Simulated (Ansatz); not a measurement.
**Effect of uniaxial stress, 0.5 GPa tension along z on Zn6Mo**

The parent structure is Zn6Mo (space group Fm-3m, No. 225; a = 7.578 Å; a cell from a computed database, its experimental status unchecked). Axes: x, y, z lie along the cube axes.

It is then changed as follows: uniaxial stress, 0.5 GPa tension along z, with the cell and atoms free to relax against it.

Method: plane-wave PAW DFT at the PBEsol level (Ansatz, a quantum-chemistry and plane-wave program, 420 eV), without spin-orbit coupling. Settings: 11×11×11 k-points, 0.05 eV Fermi–Dirac smearing.

```json
[
 {"quantity": "volume per atom", "base": "15.54 Å³", "changed": "15.56 Å³", "shift": "+0.02 Å³"},
 {"quantity": "space group", "base": "Fm-3m (No. 225)", "changed": "I4/mmm (No. 139)", "shift": "–"},
 {"quantity": "shortest interatomic distance", "base": "2.679 Å", "changed": "2.673 Å", "shift": "-0.006 Å"},
 {"quantity": "energy relative to the base (free energy F)", "base": "0 meV/atom", "changed": "+0.1 meV/atom", "shift": "+0.1 meV/atom"},
 {"quantity": "band gap", "base": "zero", "changed": "zero", "shift": "–"},
 {"quantity": "strain response (xx, yy, zz) (rough)", "base": "–", "changed": "(−0.23, −0.23, +0.61) %", "shift": "–"}
]
```

Without a gap, meshes like the base's 11×11×11 leave anisotropic stresses uncertain by several tenths of a GPa, and small strain energies with them. Beyond what the load breaks, stability against distortions was not tested. All final runs are without spin polarisation. Zn6Mo has a high density of states at the Fermi level and may be magnetic at this level.
